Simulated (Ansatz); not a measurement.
Start from GaN in the wurtzite structure (space group P6_3mc, No. 186; a = 3.183 Å, c = 5.185 Å).

Perturbation: a negative pressure, −2 GPa.

Levels (all Ansatz, a first-principles code, PAW): PBEsol (420 eV, spin-orbit coupling left out); r2SCAN (500 eV, spin-orbit coupling left out); HSE06 (420 eV, no spin-orbit coupling).

One geometry, relaxed with PBEsol, under each level:

| level | band gap | lowest conduction level above the VBM at special points | electron mass | pressure |
|---|---|---|---|---|
| PBEsol | 1.80 eV | Γ 1.80 eV; A 4.14 eV; L 4.26 eV; M 4.91 eV | 0.15 mₑ along c, 0.17 mₑ across (at Γ) | -20.0 kbar |
| r2SCAN | 2.27 eV | Γ 2.27 eV; A 4.71 eV; L 4.86 eV; M 5.56 eV | 0.17 mₑ along c, 0.18 mₑ across (at Γ) | -20.9 kbar |
| HSE06 | 3.11 eV | Γ 3.11 eV; A 5.60 eV; L 5.64 eV | – | – |

Single points use the geometry relaxed with PBEsol. Their cutoffs differ, which shifts pressures a little. Load acts through the strain it causes; cell and atoms are relaxed under it. Masses are band curvatures over ±0.01 Å⁻¹ around the edge. Stability against distortions was not tested.
